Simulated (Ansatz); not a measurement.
Abridged Ansatz (a first-principles code) output:

```
Pseudopotential: Ru, paw, valence charge 16
Pseudopotential: Cu, paw, valence charge 19
Crystal: 8 atoms, lattice volume = 103.367 Å³
Basis set: ecut = 500 eV, 2601 PW (Γ), exchange–correlation on 144×144×144 points (64 copies of the dense FFT grid, shifted against one another)
Bands: 79, of which v1, the nominal top of the filled ones, is band 70 counted from 1 (69 counted from 0)
Symmetry: 12 space group operations
k-points: 76 of 1000 (time reversal used)
Functional: x = r2scan, c = r2scan; τ floored in thin density (d = 2e-4 eV/Å³)
SCF iter   1: F=—  HF=-50086.937386 eV  |F-HF|=—  |Δ(HF+E_count)|=         —  Δρ=1.25e-1  dr2=1.53e1  dr2_τ=3.91e-1  ethr=3.10e-3  ⟨swp⟩=5.5  Hψ=18124  notcnv=0
SCF iter   2: F=—  HF=-50083.551211 eV  |F-HF|=—  |Δ(HF+E_count)|=    3.39e0  Δρ=3.88e-2  dr2=1.58e0  dr2_τ=2.52e-1  ethr=3.10e-3  ⟨swp⟩=2.0  Hψ=11604  notcnv=0  defer=24
SCF 1 converged in 14 iterations: F = -50083.710871 eV  dr2 = 2.67e-10
SCF converged after 14 iterations
Free energy (F): -50083.710871 eV
Internal energy: -50083.627486 eV  (E = F + TS)
E sigma→0 (E₀):  -50083.669178 eV
Entropy (-TS):   -0.083386 eV (-10.423 meV/atom)
Fermi energy:    19.366736 eV
--- Forces (eV/Å), atoms counted from 1 ---
  atom   1  Ru    -0.00123381    -0.00123381    -0.00123381
  atom   2  Ru    -0.00123381     0.00123381     0.00123381
  atom   3  Ru     0.00123381    -0.00123381     0.00123381
  atom   4  Ru     0.00123381     0.00123381    -0.00123381
  atom   5  Cu    -0.00000539    -0.00000539    -0.00000539
  atom   6  Cu    -0.00000539     0.00000539     0.00000539
  atom   7  Cu     0.00000539    -0.00000539     0.00000539
  atom   8  Cu     0.00000539     0.00000539    -0.00000539
--- Stress (GPa, compression-positive) ---
       -0.006779      -0.000000      -0.000000
       -0.000000      -0.006779      -0.000000
       -0.000000       0.000000      -0.006779
  P = ⅓ Tr σ = -0.0068 GPa (-0.068 kbar)
```

Q: What was computed, and what are the main results?

A: CuRu, 8 atoms in the cell, with DFT with r2SCAN, PAW potentials and a 500 eV plane-wave cutoff in Ansatz, no SOC, earlier PAW set. The last SCF converged to F = -50083.710871 eV, or -6260.4639 eV per atom, at a pressure of -0.01 GPa. The total energy compares only with runs of the same code, potentials and settings.

Whether these cells are dynamically stable was not tested. The final runs are not spin-polarised. The cell was made from RuSi by this change: Si → Cu; the result is a hypothetical phase, not in the database extracts checked. CuRu has a high density of states at the Fermi level and may be magnetic at this level.
